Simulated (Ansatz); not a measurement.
Gd on the Al site (Gd_Al) in wurtzite AlN: one set of geometries, relaxed with PBE, evaluated in Ansatz (PAW, plane waves to 420 eV, 500 eV under r2SCAN) with PBE, r2SCAN.

Details: 96-site cell; 2×2×2 shifted k-points; start: the Al site; no Hubbard U; not converged in cell size; flagged in the runs: a host whose relaxation on this sampling wasn't shown to rest, a strain field that reaches the edge of the cell.

```tsv
quantity	PBE	r2SCAN
host gap (eV)	4.03	[?]
neutral formation energy against fcc Al, hcp Gd, ferromagnetic (eV)	1.78	[?]
largest moment on one atom at charge 0 (μB)	6.71	[?]
```

Task: Given the lower rungs, what does r2SCAN give?

Result: 
- host gap (eV), r2SCAN: 4.67
- neutral formation energy against fcc Al, hcp Gd, ferromagnetic (eV), r2SCAN: 1.71
- largest moment on one atom at charge 0 (μB), r2SCAN: 6.79

Ansatz is a quantum-chemistry and plane-wave program.
